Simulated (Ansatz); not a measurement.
# Response to strain in MgO

Start from MgO in the rock salt structure (space group Fm-3m, No. 225; a = 4.204 Å).

Strains are applied to the cell and any free atomic positions relax.

Computed with plane-wave PAW DFT at the r2SCAN level (Ansatz, a program for electronic structure, 500 eV), scalar-relativistic without spin-orbit coupling.

| isotropic strain (%) | pressure (GPa) |
|---|---|
| 0 | 0.0 |
| 0.5 | -2.4 |
| 1 | -4.7 |
| 1.5 | -6.8 |
| 2 | -8.8 |
| 2.5 | ? |
| 3 | -12.3 |

Problem. Fit P = P₀ − Bδ + Cδ² with δ = (1 + ε)³ − 1 to the rows shown and predict the withheld row.

Solution. Least squares on the printed values gives P₀ = 0.0 GPa, B = 165 GPa, C = 351 GPa (largest residual 0.0 GPa); this predicts -10.6 GPa, and the run gives -10.6 GPa, in agreement.

Whether these cells are dynamically stable was not tested.
